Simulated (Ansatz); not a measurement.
Start from Ga$_{2}$O$_{3}$ in the corundum structure (space group R-3c, No. 167; a = 5.000 Å, c = 13.449 Å (hexagonal axes)). Axes: x lies along a and z along c of the hexagonal cell.

Level of theory: DFT with PBEsol, PAW potentials and a 420 eV plane-wave cutoff in Ansatz (a quantum-chemistry and plane-wave program), no SOC.

Strains are applied to the cell and any free atomic positions relax.

One change was made to it. Results:

```csv
quantity,base,after
band gap,2.70 eV,2.67 eV
energy relative to the base (free energy F),0 meV/atom,+4.4 meV/atom
smallest direct gap,2.95 eV,2.88 eV
"pressure (mean of the normal stresses, compression positive)",0.1 kbar,1.9 kbar
```

### Question
Name the change that was made.
(A) strain tensor (xx, yy, zz, yz, xz, xy) = (−0.66, −1.74, +1.31, −0.20, −0.51, −0.26) %
(B) strain tensor (xx, yy, zz, yz, xz, xy) = (+0.76, +0.16, +1.56, −1.19, +0.89, +0.83) %
(C) tensor shear ε_xy = +1.86 %

### Answer
C, tensor shear ε_xy = +1.86 %. For comparison, the band gap in the other runs: strain tensor (xx, yy, zz, yz, xz, xy) = (−0.66, −1.74, +1.31, −0.20, −0.51, −0.26) % gives 2.82 eV; strain tensor (xx, yy, zz, yz, xz, xy) = (+0.76, +0.16, +1.56, −1.19, +0.89, +0.83) % gives 2.45 eV.

Stability against distortions was not tested.
